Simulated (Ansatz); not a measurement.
## Mg: transverse stress against strain

Mg (hcp, P6_3/mmc, 22.973 Å³/atom at rest, c along z) under a strain ε along c (axis z), the other axes held. PBE in Ansatz, a plane-wave DFT program (PAW, default set), 420 eV, 21×21×11 Γ-centred mesh, Fermi-Dirac smearing 0.10 eV; ions are relaxed within the symmetry of each cell. Stress is positive for a compressed cell.

Here s stands for strain and y for stress xx.

```
strain (%)  stress xx (GPa)
----------  ---------------
-3.00                     ?
-1.50                  0.32
-1.00                  0.21
-0.50                  0.10
0.00                   0.00
0.50                  -0.10
1.00                  -0.19
1.50                  -0.28
```

Fit y of the 7 rows that show it with a straight line. Means: s 0, y 0.009. About the means, the sum of products is -1.4000 and the sum of squares of s is 7.0000; the slope is their ratio. Least squares gives y = 0.009 - 0.2000·s. Residuals (row less fit): 0.011, 0.001, -0.009, -0.009, -0.009, 0.001, 0.011; standard error 0.010 (degrees of freedom: 5). The slope gives the elastic constant C13 = 20.0 ± 0.4 GPa.

Predict the withheld y at s = -3.00 from the fit, and compare with the calculation.

y = 0.009 - 0.2000 × (-3.0) = 0.609 GPa. The calculation gives 0.69 GPa, 0.081 GPa above the prediction (8.4 % of the range of y in the table). The row lies outside the fitted rows, so this is an extrapolation. From the scatter of the fitted rows alone, a prediction at this place has a standard error of 0.015 GPa, so the miss is 5.4 times that.

One order more, fitted to all 13 runs of the series, follows each within 0.01, so the miss is the next term of a smooth law. In a metal these values are sensitive to mesh and smearing; energies are taken to zero smearing, stresses follow the free energy. Rows are the converged runs of the series near zero and its far end; series whose fitted rows scatter by over a few per cent of the range, as at a crossing or softening among them, aren't shown in this form. Most that stay on the fit to the last digits aren't either.
